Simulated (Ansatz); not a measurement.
Worked example: relaxation of the atoms of Ge2Mo (I4mm, 3 atoms in the cell) in Ansatz (a program for electronic structure).

Method: LDA (PW92), default PAW files made with PBE (plane waves; Ansatz).

The change in words: one atom moved by 0.15 angstrom; relax: default → atoms; relax.f_tol: default → 0.05 eV/Å. Reference geometry:
```
CELL_PARAMETERS angstrom
     -1.66840     1.66840     4.11366
      1.66840    -1.66840     4.11366
      1.66840     1.66840    -4.11366
ATOMIC_POSITIONS crystal
  Ge 0.66167 0.66167 0.00000
  Ge 0.33833 0.33833 0.00000
  Mo 0.00000 0.00000 0.00000
```

Reference input (self-consistent single point, DFT, LDA (PW92), plane waves, default PAW files made with PBE): basis.ecutwfc = 30.9 Ry; kpoints.mp_grid.grid = 14 14 14; hamiltonian.xc = lda; hamiltonian.pseudopotentials = {kind: paw} (the program's default PAW files); scf.occupations.method = gaussian; scf.occupations.width = 0.0073 Ry. This run's input differs from it in these lines:

```diff
@@ -7,3 +7,3 @@
   atoms:
-    - { symbol: Ge, position: [0.661670, 0.661670, 0.000000] }
+    - { symbol: Ge, position: [0.679902, 0.679902, 0.000000] }
     - { symbol: Ge, position: [0.338330, 0.338330, 0.000000] }
@@ -19,2 +19,4 @@
   occupations: { method: gaussian, width: 0.0073 Ry }
+relax:
+  f_tol: 0.05
 output:
```

Output (repeated stretches shortened):

```
   [... SCF lines of the steps left out ...]
relax step   1: F+E_penalty+E_count = -13274.82756053 eV  Δ(F+E_penalty+E_count) = +0.000e0 eV  max|allowed force component| = 1.537e0 eV/Å  Δτ_max = 0.0000 Å  (6 SCF iters, dr2 threshold 6.25e-5 eV, accepted)
relax step   2: F+E_penalty+E_count = -13274.94208571 eV  Δ(F+E_penalty+E_count) = -1.145e-1 eV  max|allowed force component| = 3.578e-1 eV/Å  Δτ_max = 0.1145 Å  (6 SCF iters, dr2 threshold 1.00e-4 eV, accepted)
relax step   3: F+E_penalty+E_count = -13274.94816755 eV  Δ(F+E_penalty+E_count) = -6.082e-3 eV  max|allowed force component| = 1.784e-2 eV/Å  Δτ_max = 0.0222 Å  (4 SCF iters, dr2 threshold 8.00e-6 eV, accepted)
relax step   4: F+E_penalty+E_count = -13274.94816908 eV  Δ(F+E_penalty+E_count) = -1.528e-6 eV  max|allowed force component| = 1.700e-2 eV/Å  Δτ_max = 0.0000 Å  (4 SCF iters, accepted)
the relaxation is at rest under the 8 symmetry operations that the run kept from its start: a minimum is not shown …
Stability not checked: this state was not tested for a lower state beside it, because too few of the mixer's solves of this state at the end of the SCF gave a …
Free energy (F): -13274.948169 eV
Internal energy: -13274.944558 eV  (E = F + TS)
E sigma→0 (E₀):  -13274.946363 eV
Entropy (-TS):   -0.003611 eV (-1.204 meV/atom)
Fermi energy:    16.368130 eV
--- Forces (eV/Å), atoms counted from 1 ---
  atom   1  Ge     0.00000000    -0.00000000    -0.00795495
   [... lines left out ...]
  F+E_penalty+E_count = -13274.94816908 eV   max|allowed force component| = 1.700e-2 eV/Å
  atoms:
    - { symbol: Ge, position: [0.6673983822491275, 0.6673983822491275, 9.499428193375447e-35] }
    - { symbol: Ge, position: [0.344946015448477, 0.344946015448477, 4.413025502492138e-34] }
    - { symbol: Mo, position: [0.005887602302395523, 0.005887602302395523, -5.362968321829682e-34] }
```

The run converged. 

Summary of the result:
```
Item                                                      Value
-----------------------------------------------  --------------
Free energy E − TS (on the zero of these files)  -13274.9482 eV
Fermi level (on the code's own zero)                   16.37 eV
Pressure                                              -8.17 GPa
Largest force (vector length)                        0.017 eV/Å
Relaxation steps                                              4
```

The starting cell comes from a database of computed structures (which also holds hypothetical and non-ambient phases and stackings), without a prior relaxation at this level. Its lattice was rescaled by up to half a per cent. For this run, on top of that: one atom moved by 0.15 angstrom. Spin polarisation is off. The relaxation keeps the symmetry of its start, so its end need not be a minimum. Ansatz's pressure includes its estimate of the finite-basis (Pulay) stress.

Cost on one core of a shared machine: roughly 30 s.

Keys are those of Ansatz 0.2.
